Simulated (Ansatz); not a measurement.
Bond-angle distributions (per cent of the angles at each element, bins of 10°) of a relaxed model of amorphous Si$_{24}$O$_{50}$Ge at 2.21 g/cm³. All values below come from PBE, scalar-relativistic without spin-orbit coupling (plane waves to 420 eV, PAW; Ansatz, a first-principles code).

It comes from a melt-quench run on a machine-learned potential (CHGNet), relaxed afterwards by DFT. O atoms were pushed apart under 1.9 Å during the dynamics, to hinder bonds among them. The hot cell started wider than the set density and was brought back towards it in steps. It is the lowest in DFT energy of 2 quenches. It is a model cell: composition and starting density were chosen by hand, and all elements were melted together. No dispersion term was used. Its density started from a set value of 2.27 and ended at 2.21 g/cm³. Cooling (nominally 480 K/ps over its main leg) ran many orders faster than in experiment, which tends to leave more defects and strain. A cell of this size samples the disorder only roughly. The volume was free in the relaxation, at fixed shape. Stress components on the final sampling reach 2.3 GPa.

Cut-offs for bonds: Si-Si 2.60 Å, Si-O 1.90 Å, Si-Ge 2.70 Å, O-O 1.58 Å, O-Ge 2.23 Å, Ge-Ge 2.81 Å. Two cations that share two anions don't count as bonded, nor two that share one unless they lie closer than Si-Si 2.38 Å, Si-Ge 2.47 Å, Ge-Ge 2.57 Å.

```tsv
angle (°)	at Si	at O
50-60	0	0
60-70	0	0
70-80	0	0
80-90	1	6
90-100	2	2
100-110	52	0
110-120	39	8
120-130	5	26
130-140	1	26
140-150	0	12
150-160	0	14
160-170	0	6
170-180	0	0
```

They go with these counts of neighbours within the cut-offs, cation contacts included: Si mean 4.0, most often 4; O mean 2.0, most often 2.
